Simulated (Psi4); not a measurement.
Psi4 1.11, PBE0/def2-svp: W(O)(NMe)(OMe)(OSiH3) (C[N]=[W](=[O])([O]C)[O][SiH3]), 17 atoms. The geometry is a generated start, not checked to be a minimum at this level.

```
Item                                                  Value
--------------------------  -------------------------------
task                                                 energy
method                                                 pbe0
basis                                              def2-svp
memory                                                 3 GB
maxiter                                                 100
keys of the molecule block                      symmetry c1
scf_type                                       df (default)
diis_max_vecs                                  10 (default)
e_convergence                               1e-06 (default)
d_convergence                               1e-06 (default)
dft_radial_points                              75 (default)
dft_spherical_points                          302 (default)
effective core potentials   those of the basis set, past Kr
basis functions                                         179
grid points                                          365317
```

```xyz
17

W      0.0271     0.6055     0.1761
O      0.3140     2.1818     0.7321
N     -1.3773     0.5240    -0.9440
C     -2.5422     0.7665    -1.7433
H     -3.2930     1.3296    -1.1724
H     -2.2889     1.3510    -2.6364
H     -3.0027    -0.1740    -2.0757
O     -0.1558    -0.5477     1.6162
C     -0.7200    -1.2905     2.6637
H     -1.8086    -1.3737     2.5172
H     -0.2815    -2.2973     2.6821
H     -0.5184    -0.7966     3.6250
O      1.6045    -0.0206    -0.7514
Si     3.1782    -0.0433    -1.0995
H      3.9567     0.3645     0.0859
H      3.4131     0.8605    -2.2353
H      3.4947    -1.4397    -1.4402
```

Charge 0 and multiplicity 1 are set for this test and not shown to be the ground state.

With the defaults (diis = true, scf_initial_accelerator = adiis, damping_percentage = 0, soscf = false, soscf_start_convergence = 0.01, diis_start = 1, level_shift = 0, level_shift_cutoff = 0.01, guess = auto, which took SAD) it converges in 12 SCF iterations. One run each on 2 threads, with these changes:
- guess = gwh
- diis = false, scf_initial_accelerator = none, damping_percentage = 60
- scf_initial_accelerator = none
- soscf = true, soscf_start_convergence = 0.001
- level_shift = 0.1, level_shift_cutoff = 0.001
- diis_start = 4
- soscf = true, soscf_start_convergence = 0.1
- scf_initial_accelerator = ediis
- guess = modhuckel

Task: Which runs fail or end elsewhere than the default run?

Result: No convergence: diis = false, scf_initial_accelerator = none, damping_percentage = 60 (the run ends without SCF convergence in 100 iterations). The rest reach the solution of the defaults.

```tsv
setting	SCF iterations	JK calls	end
soscf = true, soscf_start_convergence = 0.1	8	34	same solution
soscf = true, soscf_start_convergence = 0.001	9	25	same solution
level_shift = 0.1, level_shift_cutoff = 0.001	11	12	same solution
the defaults	12	13	same solution
scf_initial_accelerator = ediis	12	13	same solution
scf_initial_accelerator = none	12	13	same solution
guess = modhuckel	14	51	same solution
guess = gwh	19	19	same solution
diis_start = 4	21	22	same solution
diis = false, scf_initial_accelerator = none, damping_percentage = 60	100	101	no convergence
```

An SOSCF iteration holds several JK calls; a Hückel guess adds calls on atoms. 1 further run of the study ended by our limits or in an error and is left out.
